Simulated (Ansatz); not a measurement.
Ansatz (an electronic-structure program) run on the (100) slab of Hf (cut from a parent of space group no. 225; 4 atoms in the cell): self-consistent single point.

Method of the run: LDA (PW92), default PAW files made with PBE (plane waves; Ansatz).

```xyz
4
Lattice="3.1769 0.0000 0.0000 -3.1769 3.1769 0.0000 0.0000 0.0000 20.7393" Properties=species:S:1:pos:R:3 pbc="T T T"
Hf     0.0000     0.0000     9.2464
Hf    -1.5885     1.5885     7.0000
Hf     0.0000     0.0000    13.7393
Hf    -1.5885     1.5885    11.4929
```

Reference input (self-consistent single point, DFT, LDA (PW92), plane waves, default PAW files made with PBE): basis.ecutwfc = 420 eV; kpoints.mp_grid.grid = 13 13 1; hamiltonian.xc = lda; hamiltonian.pseudopotentials = {kind: paw} (the program's default PAW files); scf.occupations.method = fermi_dirac; scf.occupations.width = 0.1 eV. This run's input differs from it in these lines:

Ansatz 0.2 input:
```diff
@@ -13,3 +13,3 @@
 kpoints:
-  mp_grid: { grid: [13, 13, 1] }
+  mp_grid: { grid: [9, 9, 1] }
 hamiltonian:
```

Output (repeated stretches shortened):

```
SCF iter   1: F=—  HF=-61904.578771 eV  |F-HF|=—  |Δ(HF+E_count)|=         —  Δρ=6.05e-3  dr2=1.52e0  ethr=1.77e-3  ⟨swp⟩=5.3  Hψ=3027  notcnv=0
all-band conjugate gradients solve this SCF's bands
preconditioner: auto → LDOS
SCF iter   2: F=—  HF=-61904.524586 eV  |F-HF|=—  |Δ(HF+E_count)|=   5.42e-2  Δρ=2.69e-3  dr2=5.46e-2  ethr=1.47e-3  ⟨swp⟩=2.0  Hψ=1222  notcnv=0  defer=1
   [... lines left out ...]
SCF iter   6: F=—  HF=-61904.515751 eV  |F-HF|=—  |Δ(HF+E_count)|=   5.82e-5  Δρ=7.90e-5  dr2=6.02e-5  ethr=2.70e-7  ⟨swp⟩=2.0  Hψ=1697  notcnv=0  defer=1
SCF iter   7: F=—  HF=-61904.515908 eV  |F-HF|=—  |Δ(HF+E_count)|=   1.57e-4  Δρ=3.34e-5  dr2=5.45e-6  ethr=5.79e-8  ⟨swp⟩=2.0  Hψ=1061  notcnv=0  defer=1
SCF iter   8: F=—  HF=-61904.515909 eV  |F-HF|=—  |Δ(HF+E_count)|=   6.25e-7  Δρ=1.47e-5  dr2=6.45e-7  ethr=5.24e-9  ⟨swp⟩=2.0  Hψ=1662  notcnv=0  defer=1
SCF iter   9: F=-61904.515909 eV  HF=-61904.515909 eV  |F-HF|=3.93e-9  |Δ(HF+E_count)|=   3.15e-7  Δρ=5.57e-6  dr2=6.23e-8  ethr=9.62e-11  ⟨swp⟩=7.9  Hψ=4760  notcnv=0
SCF 1 converged in 9 iterations: F = -61904.515909 eV  dr2 = 6.23e-8
Free energy (F): -61904.515909 eV
Internal energy: -61904.258622 eV  (E = F + TS)
E sigma→0 (E₀):  -61904.387266 eV
Entropy (-TS):   -0.257287 eV (-64.322 meV/atom)
Fermi energy:    6.055372 eV
--- Forces (eV/Å), atoms counted from 1 ---
  atom   1  Hf     0.00000000    -0.00000000    -0.84653411
  atom   2  Hf     0.00000000     0.00000000     1.22925439
  atom   3  Hf     0.00000000     0.00000000    -1.22925439
  atom   4  Hf     0.00000000    -0.00000000     0.84653411
--- Stress (GPa, compression-positive) ---
       -6.528051       0.000000       0.000000
        0.000000      -6.528051       0.000000
        0.000000       0.000000      -4.885426
  P = ⅓ Tr σ = -5.9805 GPa (-59.805 kbar)
  The stress holds the Pulay correction. Without it, at fixed plane waves, as pw.x and ABINIT print it: P = -5.9929 GPa
```

The run converged in 9 iterations. Against the reference run the free energy drops by 1.2 meV/atom and the largest force goes from 1.251 to 1.229 eV/Å.

The starting cell comes from a database of computed structures (which also holds hypothetical and non-ambient phases and stackings), without a prior relaxation at this level. The slab is cut from that crystal, and its faces are unrelaxed. Its lattice was rescaled by up to half a per cent. Spin-orbit coupling is off. Forces in this geometry exceed 1 eV/Å.
